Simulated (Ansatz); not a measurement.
ZnS (F-43m), r2SCAN with spin-orbit coupling, rigid bands (Ansatz, an electronic-structure program): band gap 2.68 eV, N_c = 2.32e18 cm⁻³ and N_v = 5.14e19 cm⁻³ at 300 K, conductivity masses of 0.205 mₑ (electrons) and 0.870 mₑ (holes). Take k_BT = 0.02585 eV.

Problem. What thermal injection velocity √(2k_BT/πm) limits a ballistic channel?

Solution. 1.19e7 cm/s for electrons and 5.77e6 cm/s for holes, a ratio of √(m_h/m_e) = 2.06, for dilute carriers.

Problem. A film of it is 8 nm thick. Estimate the confinement energies in an infinite well.

Solution. ħ²π²/(2m t²) = 0.376 eV·nm²/(m/mₑ × t²) gives 28.7 meV for electrons and 6.75 meV for holes, so the gap would widen to about 2.72 eV. Finite barriers and nonparabolic bands lower this, and with several valleys or bands the heaviest mass along the normal sets the lowest level, not this average.

Problem. Find the intrinsic carrier density and the intrinsic Fermi level.

Solution. n_i = √(N_c N_v) exp(−E_g/2k_BT) = 1.09e19 × exp(−51.83) = 3.4e-4 cm⁻³. The level lies (k_BT/2) ln(N_v/N_c) = 40 meV from mid-gap (positive towards the conduction band). Each 0.1 eV added to the gap lowers n_i by a factor of 6.9.

Rigid, parabolic bands with the computed gap; masses take one relaxation time for all states.
